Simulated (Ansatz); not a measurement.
Consider ZrGe (space group Pnma, No. 62; a = 7.026 Å, b = 3.891 Å, c = 5.366 Å; a cell from a computed database, its experimental status unchecked).

Method: plane-wave PAW DFT at the PBEsol level (Ansatz, a quantum-chemistry and plane-wave program, 420 eV), without spin-orbit coupling, earlier PAW set.

Before the change:

The volume per atom is 18.33 Å³.

Now apply this change: Sn takes the place of Ge on all its sites, then cell and atoms are relaxed.

Problem. Estimate the effect on the volume per atom.

Solution. The volume per atom rises by 4.013 Å³ (18.33 Å³ → 22.35 Å³).

No phonon test of stability was made. For ZrSn in this form, whether it has been made was not checked. All final runs are without spin polarisation.
